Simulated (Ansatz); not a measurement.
S on the 1x1 (111) surface of fcc Au (the real clean face reconstructs), one in a 2x2 cell, energies for each (29.9 Å²). Energies are against ⅛ S8(g), without zero-point or thermal terms; each row is named by its start. No converged result for: 2 more starts.

All values below come from PBE (plane waves to 420 eV, PAW; Ansatz, an electronic-structure program).

Slab: 17 atoms, 7.2 Å thick at the start under the adsorbate (thin: gaps and levels are the slab's own); k 6x6x1, smearing 0.1 eV, dipole-corrected; 8 atoms held, the rest relaxed; each run with such symmetry as its start has; spin-polarised, no spin-orbit, no U, no dispersion correction.

A negative adsorption energy means that the adsorbate is more stable on the surface than in its reference. Heights count from the host atoms within 0.3 Å of the top one.

```json
[
 {"starting site": "top Au", "E_ads (eV)": "0.98", "height (Å)": "2.24", "nearest host atom (Å)": "Au 2.25", "bonded to": "Au", "Δ work function (eV)": "1.01", "lateral drift (Å)": "0.0", "moment (μB)": "0.0"},
 {"starting site": "hollow Au-Au-Au over Au at depth 2.4 Å", "E_ads (eV)": "-0.33", "height (Å)": "1.67", "nearest host atom (Å)": "Au 2.40", "bonded to": "3 Au", "Δ work function (eV)": "0.27", "lateral drift (Å)": "0.0", "moment (μB)": "0.0"}
]
```
